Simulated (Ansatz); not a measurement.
We consider MoPt₂ (Immm, No. 71), described by LDA (Ansatz, a program for electronic structure, PAW).

Numerical settings: plane-wave cutoff 500 eV, 24×24×24 k mesh, Fermi–Dirac smearing 0.1 eV, no spin polarisation, scalar-relativistic PAW data made under PBE.

Computed at the level's own relaxed cell.

Task: Give the computed equilibrium volume per atom.

Result: 
equilibrium volume per atom: 14.62 Å³/atom

The run finds no gap.

Note: the relaxation could not lower the start's symmetry, so the cell can be a saddle point above a distorted one.

Spin–orbit coupling is not included.

Static lattice: no zero-point or thermal effects.

It cost around 15 core-minutes (rough) of CPU time.
